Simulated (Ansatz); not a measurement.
**Carrier doping in SnTe**

Start from SnTe in the rock salt structure (space group Fm-3m, No. 225).

```
SnTe
1.0
    0.00000     3.18559     3.18559
    3.18559     0.00000     3.18559
    3.18559     3.18559     0.00000
Te Sn
1 1
Cartesian
  0.00000   0.00000   0.00000
  3.18559   3.18559   3.18559
```

Carriers are added at fixed cell with a uniform background; the Fermi–Dirac width is that of 300 K.

Level of theory: Ansatz (a first-principles code), r2SCAN, PAW, cutoff 500 eV, without spin-orbit coupling, earlier PAW set.

Candidates:
(a) holes 1.0×10^21 cm⁻³
(b) electrons 1.0×10^21 cm⁻³
(c) electrons 3.0×10^21 cm⁻³
(d) holes 3.0×10^21 cm⁻³

Notes on the quantities. Fermi level from band edge: Fermi level relative to the doped band's edge (positive inside the band; to 0.05 eV).

**Question.** Order them by Fermi level from band edge, highest first.

**Answer.** (d) holes 3.0×10^21 cm⁻³ (+0.80 eV), (a) holes 1.0×10^21 cm⁻³ (+0.60 eV), (c) electrons 3.0×10^21 cm⁻³ (+0.40 eV), (b) electrons 1.0×10^21 cm⁻³ (+0.25 eV)

Charged cell with a jellium background: band edges are those of the host's band count, energies are not comparable with the neutral cell, and many-body gap narrowing is missing. No phonon test of stability was made.
